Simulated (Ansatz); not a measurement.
Results of PBE+SOC (Ansatz, a quantum-chemistry and plane-wave program, plane waves, PAW) for InBiN2 (model structure, started from the ScAlN2 type, P3m1, No. 156, 4 atoms in the cell).

Excerpt of the program's output:

```
Crystal: 4 atoms, lattice volume = 71.561 Å³
Basis set: ecut = 520 eV, 1955 PW (Γ), exchange–correlation on 54×54×96 points (8 copies of the dense FFT grid, shifted against one another)
Bands: 46, of which v1, the nominal top of the filled ones, is band 38 counted from 1 (37 counted from 0)
Symmetry: 6 space group operations + 6 with time reversal
k-points: 330 of 3240 (time reversal used)
Initial density: superposition of atomic densities (chi_scale 0.1, normalization cell, long waves kept (reshape's long-wave potential 0.08 eV rms))
Functional: x = pbe(κ = 0.804, μ = 0.2195149727645171), c = pbe(β = 0.06672455060314922)
spin=Noncollinear: Resta preconditioning applied to the charge; magnetization (m_x, m_y, m_z) channels mix plain (no charge-response kernel on spin).
SCF 1 converged in 12 iterations: F = -18803.700475 eV  dr2 = 2.20e-10
SCF converged after 12 iterations
Free energy (F): -18803.700475 eV
Internal energy: -18803.697007 eV  (E = F + TS)
E sigma→0 (E₀):  -18803.698741 eV
Fermi energy:    10.366921 eV
--- Forces (eV/Å), atoms counted from 1 ---
  atom   1  Bi     0.00000000    -0.00000000     0.10781316
  atom   2  N      0.00000000     0.00000000     0.03369731
  atom   3  In     0.00000000    -0.00000000    -0.06500971
  atom   4  N     -0.00000000     0.00000000    -0.07650186
--- Stress (GPa, compression-positive) ---
        4.400088       0.000000       0.000000
        0.000000       4.400088      -0.000000
        0.000000      -0.000000       4.672237
  P = ⅓ Tr σ = 4.4908 GPa (44.908 kbar)
```

Task: Write an input file that could have produced this run (the log leaves some choices open).

Result: Several could match; the one computed here: 
Ansatz 0.2 input:
```yaml
crystal:
  lattice:
    - [3.6061830031, 0.0, 0.0]
    - [-1.8030915015, 3.1230460913, 0.0]
    - [0.0, 0.0, 6.3540333157]
  atoms:
    - { symbol: Bi, position: [0.3333333333, 0.6666666667, 0.0054310736] }
    - { symbol: N, position: [0.3333333333, 0.6666666667, 0.4103435324] }
    - { symbol: In, position: [0.6666666667, 0.3333333333, 0.5045066873] }
    - { symbol: N, position: [0.6666666667, 0.3333333333, 0.8497187067] }
basis:
  ecutwfc: 520
  ecutrho_ratio: 4
  xc_grid: 2
kpoints:
  mp_grid: { grid: [18, 18, 10] }
hamiltonian:
  xc: pbe
  dispersion: none
  pseudopotentials: { kind: paw }
scf:
  occupations: { method: fermi_dirac, width: 0.05 }
  convergence: { dr2_threshold: 0.0000000004 }
output:
  forces: true
  stress: true
  eigenvalues: true
magnetization:
  noncollinear: true
  spin_orbit: true
```

Note: the relaxation could raise the start's symmetry but not lower it, so the cell can be a saddle point. Note: cell and atoms aren't relaxed at this level (largest force component 0.11 eV/Å, pressure 4.5 GPa).

Cost on a shared machine: very roughly 7 core-minutes.

A model structure was made by putting elements into a prototype or built by hand; it is no filed structure, need not be a known phase, and can be a saddle point held by its symmetry.
